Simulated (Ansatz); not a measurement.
Base system: Ag in the fcc (Cu type) structure (space group Fm-3m, No. 225; relaxed with 0.1 eV smearing).

```yaml
crystal:
  lattice:
    - [0.00000, 2.00044, 2.00044]
    - [2.00044, 0.00000, 2.00044]
    - [2.00044, 2.00044, 0.00000]
  atoms:
    - { symbol: Ag, position: [0.00000, 0.00000, 0.00000] }
```

Cartesian axes are those of the cell as printed.

Level of theory: Ansatz (a first-principles code) LDA, scalar-relativistic without spin-orbit coupling.

Perturbation: biaxial strain −1.25 %, plane normal [111], relaxed out of plane (Cartesian); in-plane vectors clamped, the third vector and the atoms free.

**Question.** How does this affect the in-plane stress and ratio −ε⊥/ε∥?

**Answer.** The mean in-plane stress (compression positive) amounts to +3.2 GPa; the ratio −ε⊥/ε∥ is 0.89.

Whether these cells are dynamically stable was not tested.
